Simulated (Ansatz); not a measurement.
For CsCl-type AuZn (cubic form, which distorts at low temperature), PBEsol in Ansatz (PAW) gives:

lattice constant a: 3.129 Å
bulk modulus B0: 143 GPa

### Question
What does r²SCAN+SOC (Ansatz, an electronic-structure program, plane waves, PAW) give for the same quantities?

### Answer

- lattice constant a: 3.143 Å (goes up by 0.4 %)
- bulk modulus: 139 GPa (falls by 2.8 %)

For comparison: bulk modulus 131 GPa (measured, temperature not stated, no zero-point or thermal correction; as tabulated in Nepal et al. (2020), arXiv:2007.11150).

Changes are worked out from the printed values.

Unless a cell is named, each level is at its own relaxed cell (PBEsol 15.31, r²SCAN+SOC 15.52 Å³/atom).

Levels without +SOC leave out spin–orbit coupling, which shifts energies and cells of such heavy elements.

Caveats: symmetry holds this phase in the static calculation, where it need not be a minimum (PBEsol, r²SCAN+SOC). Ansatz's density-functional and Hartree–Fock values are scalar-relativistic unless marked +SOC, with PAW data made under PBE.
